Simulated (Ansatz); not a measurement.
## A computed series for InP: carrier doping

Base system: InP in the wurtzite structure (space group P6_3mc, No. 186; a model cell, its experimental status unchecked).

```xyz
4
Lattice="4.1690 0.0000 0.0000 -2.0845 3.6105 0.0000 0.0000 0.0000 6.8456" Properties=species:S:1:pos:R:3 pbc="T T T"
In     2.0845     1.2035     6.8446
In     0.0000     2.4070     3.4218
P      2.0845     1.2035     4.2809
P      0.0000     2.4070     0.8581
```

Carriers are added at fixed cell with a uniform background; the Fermi–Dirac width is that of 300 K.

All numbers come from r2SCAN (Ansatz, a first-principles code, PAW, scalar-relativistic without spin-orbit coupling).

Notes on the quantities. Fermi level from band edge: Fermi level relative to the doped band's edge (positive inside the band; to 0.05 eV).

```tsv
variant	gap between the host's bands	Fermi level from band edge
undoped	1.10 eV	–
electrons 1.0×10^21 cm⁻³	1.09 eV	+0.90 eV
electrons 2.0×10^21 cm⁻³	1.07 eV	+1.00 eV
electrons 5.0×10^21 cm⁻³	1.04 eV	+1.20 eV
electrons 7.0×10^21 cm⁻³	1.02 eV	+1.25 eV
holes 1.0×10^21 cm⁻³	1.11 eV	+0.30 eV
holes 2.0×10^21 cm⁻³	1.13 eV	+0.40 eV
holes 5.0×10^21 cm⁻³	1.19 eV	+0.65 eV
holes 7.0×10^21 cm⁻³	1.22 eV	+0.80 eV
```

Charged cell with a jellium background: band edges are those of the host's band count, energies are not comparable with the neutral cell, and many-body gap narrowing is missing. No phonon test of stability was made. This is not the structure that InP has at room temperature and ambient pressure.
